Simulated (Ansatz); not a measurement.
## MgO: band gap against strain

MgO (rock salt, Fm-3m, 8.993 Å³/atom at rest) under an equal strain ε in the (001) plane with the normal axis free, as in a coherent film. LDA in Ansatz, a plane-wave DFT program (PAW, default set), 420 eV, 14×14×14 Γ-centred mesh, Fermi-Dirac smearing 0.05 eV; ions are relaxed within the symmetry of each cell. Gaps are the smallest over the k-mesh and a band path, without spin-orbit coupling; in all rows the valence edge lies at Γ and the conduction edge at Γ.

Here s stands for strain and Eg for gap.

```csv
strain (%),gap (eV)
-3.00,?
-1.50,5.217
-1.00,5.156
-0.50,5.096
0.00,5.035
```

Task: Fit Eg against s with a straight line, and predict the withheld value at s = -3.00.

Result: Means: s -0.75000, Eg 5.1260. About the means, the sum of products is -0.15150 and the sum of squares of s is 1.2500; the slope is their ratio. Least squares gives Eg = 5.0351 - 0.12120·s. Residuals (row less fit): 0.0001, -0.0003, 0.0003, -0.0001; standard error 0.0003 (degrees of freedom: 2). Over these rows the gap moves by -12 ± 0.03 eV per unit strain. At the withheld row, Eg = 5.0351 - 0.12120 × (-3.0) = 5.3987 eV. The calculation gives 5.397 eV, 0.0017 eV below the prediction (0.5 % of the range of Eg in the table). The row lies outside the fitted rows, so this is an extrapolation. The fitted rows scatter only by rounding.

One order more, fitted to all 7 runs of the series, follows each within 0.001, so the miss is the next term of a smooth law. Rows are the converged runs of the series near zero and its far end; series whose fitted rows scatter by over a few per cent of the range, as at a crossing or softening among them, aren't shown in this form. Most that stay on the fit to the last digits aren't either.
